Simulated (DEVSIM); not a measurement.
Structure: Cr/La2O3/SiO2/p-Si capacitor, at 300 K.

Layer 1 from the left is La2O3, thickness (nm) 16.0. Layer 2 from the left is SiO2, thickness (nm) 1.00. Layer 3 from the left is Si, thickness (nm) 12000, Na (cm⁻³) 2.2e15.

Metal gate on the left, work function 4.5 eV. Fixed charge at the semiconductor interface 0 cm⁻² (in units of +e); no interface traps.

Constants are typed, rounded textbook-type inputs, not results; the design itself was drawn at random and stands for no fabricated device. Values at 300 K.

La2O3: gap (eV) 5.8, affinity (eV) 1.8, permittivity 27. SiO2: gap (eV) 9, affinity (eV) 0.9, permittivity 3.9. Si: gap (eV) 1.124, affinity (eV) 4.05, permittivity 11.7, Nc (cm⁻³) 2.86e19, Nv (cm⁻³) 3.1e19.

Problem. Estimate by hand the flat-band voltage, the threshold voltage, and compare with a numerical solution.

Solution. 
- Flat-band voltage: C = 1.04 μF/cm², work-function difference -0.427 V; VFB = φms − qNf/C = -0.43 V; numerical -0.43 V.
- Threshold voltage: φF = 0.316 V, depletion charge √(4εqNφF) = 2.15e-8 C/cm²; VT = VFB + 2φF + Qd/C = 0.23 V; numerical 0.23 V.

Simulated with DEVSIM: 1D Poisson equation in equilibrium, Boltzmann statistics, complete ionisation; no quantum confinement or tunnelling. Metal contacts follow the ideal Schottky-Mott rule: no Fermi-level pinning, no interface dipoles.
